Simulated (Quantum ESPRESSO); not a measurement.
Quantum ESPRESSO is run on SiO₂ (Ia-3d, 36 atoms in the cell), and the run fails. The aim is a self-consistent single point with DFT, LDA (PZ), plane waves, GBRV 1.5 ultrasoft (LDA) pseudopotentials.

Cell that was meant: a = 8.7736 Å, b = 8.7736 Å, c = 8.7736 Å, α = 109.47°, β = 109.47°, γ = 109.47°.

Part of the input:

```fortran
 conv_thr = 1e-10
/
ATOMIC_SPECIES
Si    28.0850  si_pbe_v1.uspp.F.UPF
O     15.9990  o_lda_v1.2.uspp.F.UPF
ATOMIC_POSITIONS crystal
Si    0.1250000000    0.7500000000    0.8750000000
```

Output, abridged:

```
           1           4

 %%%%%%%%%%%%%%%%%%%%%%%%%%%%%%%%%%%%%%%%%%%%%%%%%%%%%%%%%%%%%%%%%%%%%%%%%%%%%%
     Error in routine set_dft_from_name (3):
      conflicting values for icorr
 %%%%%%%%%%%%%%%%%%%%%%%%%%%%%%%%%%%%%%%%%%%%%%%%%%%%%%%%%%%%%%%%%%%%%%%%%%%%%%

     stopping ...
```

From the messages shown, name the fault and mend the input.

The fault is potentials made for another functional; here the program stops on it instead of giving results. To fix it, use potentials made for the functional of the run. The program stopped before any SCF iteration.

An input that runs soundly differs in these lines (not the only fix; some lines may just follow from the change or write a value another way):
```diff
-Si    28.0850  si_pbe_v1.uspp.F.UPF
+Si    28.0850  si_lda_v1.uspp.F.UPF
```

With that input, the run converged in 16 iterations: free energy E − TS -12170.0973 eV; top of the valence band (on the code's own zero) 0.79 eV; gap on the k-point mesh 5.91 eV; pressure -1.20 GPa; largest force (vector length) 0.025 eV/Å (DFT, LDA (PZ), plane waves, GBRV 1.5 ultrasoft (LDA) pseudopotentials).

On the sound input: the starting cell comes from a database of computed structures (which also holds hypothetical and non-ambient phases and stackings), without a prior relaxation at this level. The shifted mesh does not hold Γ, so a gap read on it misses any band edge there.
